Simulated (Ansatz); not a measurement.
## Thickness series in hypothetical rock salt GaAs

The parent structure is GaAs in the rock salt structure (space group Fm-3m, No. 225; a = 5.329 Å; a hypothetical phase, not in the database extracts checked). Axes: x, y, z lie along the cube axes.

Free-standing slabs (2 atom(s) a layer) normal to the z axis with 15 Å of vacuum; in-plane cell held at bulk.

The values are results of Ansatz (a first-principles code) r2SCAN, spin-orbit coupling left out, not measurements.

Notes on the quantities. excess energy per area of both faces: slab less bulk energy over the cell's area: twice a surface energy; uncertain by up to 0.2 J/m²; layer's space group: with vacuum.

```csv
case,excess energy per area of both faces,layer's space group,thickness between the outermost nuclei
1 layer,–,P4/mmm (No. 123),–
2 layers,0.69 J/m²,P4/nmm (No. 129),3.19 Å
3 layers,0.9 J/m²,P4/mmm (No. 123),5.44 Å
4 layers,0.7 J/m²,P4/nmm (No. 129),8.01 Å
5 layers,0.8 J/m²,P4/mmm (No. 123),10.77 Å
6 layers,0.7 J/m²,P4/nmm (No. 129),13.71 Å
7 layers,0.7 J/m²,P4/mmm (No. 123),16.58 Å
```

Slab and bulk use different k-meshes, which limits the precision of the excess energy. Stability against distortions was not tested. All final runs are without spin polarisation.
